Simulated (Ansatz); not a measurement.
Defect migration in bixbyite In2O3: O vacancy, charge state +2. The step: a nearby O atom hops onto the vacant site; the atom moves 2.64 Å along (0.17, 0.00, -0.19) of the unit cell; the moving atom starts with neighbours In at 2.09, In at 2.25, In at 2.29, In at 2.44 Å and ends with In at 2.09, In at 2.25, In at 2.29, In at 2.44 Å. DFT values are from Ansatz (plane-wave PAW, 420 eV unless said) in a cell of 80 host sites, spin-restricted, static, with no finite-size correction. The charge state is imposed; whether it is stable for some Fermi level was not computed. Forms of the defect that were not tried may lie lower. For the PBE band: the program found a first-order saddle point.

```json
[
 {"Level": "CHGNet universal potential (has no charge state), its own band", "Forward barrier (eV)": "0.60", "Cost of the band or of the saddle's single point": "-"},
 {"Level": "PBE, one k-point at (0.250, 0.250, 0.250), band relaxed", "Forward barrier (eV)": "0.55", "Cost of the band or of the saddle's single point": "around 2.3 core-hours (rough)"},
 {"Level": "PBE, a 2×2×2 k-point mesh shifted by half a step, same geometries", "Forward barrier (eV)": "0.55", "Cost of the band or of the saddle's single point": "around 6 core-minutes (rough)"},
 {"Level": "r2SCAN at 500 eV, one k-point at (0.250, 0.250, 0.250), same geometries", "Forward barrier (eV)": "___", "Cost of the band or of the saddle's single point": "roughly 3 core-minutes"}
]
```

Task: Fill in the missing entries.

Result: 
- r2SCAN at 500 eV, one k-point at (0.250, 0.250, 0.250), same geometries, Forward barrier (eV): 0.67

Ansatz is a quantum-chemistry and plane-wave program.
